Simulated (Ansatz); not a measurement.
Results of PBE-D4 (Ansatz, an electronic-structure program, plane waves, PAW) for NiAs-type NiSb.

Run with plane-wave cutoff 520 eV, 18×18×12 k mesh (along the axes of the cell as run), Fermi–Dirac smearing 0.05 eV, no spin polarisation, scalar-relativistic PAW data made under PBE.

Shape and atoms are relaxed at each volume.

Pressure at four volumes; x = ln(V/17.023 Å³). One pressure is withheld.

| V (Å³/atom) | x | P (GPa) |
|---|---|---|
| 16.343 | -0.0408 | ? |
| 16.683 | -0.0202 | 2.56 |
| 17.023 | 0.0000 | 0.00 |
| 17.704 | 0.0392 | -4.25 |

Task: Pass a parabola P(x) through the three rows shown, estimate the bulk modulus and its pressure derivative near zero pressure, and predict the withheld pressure.

Result: Slopes between the rows: (0.00 − (2.56))/(0.0000 − (-0.0202)) = -126.73 and (-4.25 − (0.00))/(0.0392 − (0.0000)) = -108.42 GPa. Their difference over the span 0.0594 is c = 18.31/0.0594 = 308.2 GPa, so P(x) = 2.56 + (-126.73)(x − (-0.0202)) + 308.2 (x − (-0.0202))(x − (0.0000)). At the middle row B = −dP/dx = −[-126.73 + 308.2 × 0.0202] = 120.5 GPa, and B′ = dB/dP = 2c/B = 5.1. At x = -0.0408 the parabola gives 5.43 GPa; the run gives 5.47 GPa. The Birch–Murnaghan fit to the energies at all volumes has B0 = 120 GPa and B′ = 5.3.

Note: the bulk modulus comes from volumes at which shape and atoms were relaxed.

Spin–orbit coupling is not included.
